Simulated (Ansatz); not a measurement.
Results of PBEsol (PAW; Ansatz, an electronic-structure program) for CaO (P6₃/mmc, No. 194, 4 atoms in the cell; start mp-545512; a measured phase of this formula has another space group).

Run with plane-wave cutoff 520 eV, 12×12×8 k mesh (along the axes of the cell as run), Fermi–Dirac smearing 0.01 eV, scalar-relativistic PAW data made under PBE.

Computed at the level's own relaxed cell.

```
CELL_PARAMETERS angstrom
      3.95620     0.00000     0.00000
     -1.97810     3.42617     0.00000
      0.00000     0.00000     4.74324
ATOMIC_POSITIONS crystal
  Ca 0.33333 0.66667 0.75000
  Ca 0.66667 0.33333 0.25000
  O  0.33333 0.66667 0.25000
  O  0.66667 0.33333 0.75000
```

Q: List the 15 lowest band energies at Γ above −25 eV (eV, relative to the valence band maximum), grouping those that round alike.

A: At Γ: -18.78, -18.50 (×2), -18.28 (×2), -18.14, -15.37, -15.19, -1.23 (×2), -1.21 (×2), -1.09, 0.00, 3.14.

A start named mp-… is a Materials Project structure, which need not be a measured phase.
